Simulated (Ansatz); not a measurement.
We consider B (model structure, started from the diamond type, Fd-3m, No. 227, 2 atoms in the cell), described by r²SCAN in Ansatz (PAW).

Numerical settings: plane-wave cutoff 560 eV, 24×24×24 k mesh, Fermi–Dirac smearing 0.05 eV, scalar-relativistic PAW data made under PBE.

Cell (relaxed at this level):

```yaml
crystal:
  lattice:
    - [0.00000, 2.02664, 2.02664]
    - [2.02664, 0.00000, 2.02664]
    - [2.02664, 2.02664, 0.00000]
  atoms:
    - { symbol: B, position: [0.25000, 0.25000, 0.25000] }
    - { symbol: B, position: [0.00000, 0.00000, 0.00000] }
```

Q: What does this level give for the bulk modulus?

A: 
- bulk modulus: 180 GPa

The run finds no gap.

Note: the bulk modulus is −V dP/dV from two relaxed cells at ±2 % in volume; the relaxation could raise the start's symmetry but not lower it, so the cell can be a saddle point.

It cost about 27 core-seconds (a rough figure) of CPU time.

A model structure was made by putting elements into a prototype or built by hand; it is no filed structure, need not be a known phase, and can be a saddle point held by its symmetry.

Ansatz is a first-principles code.
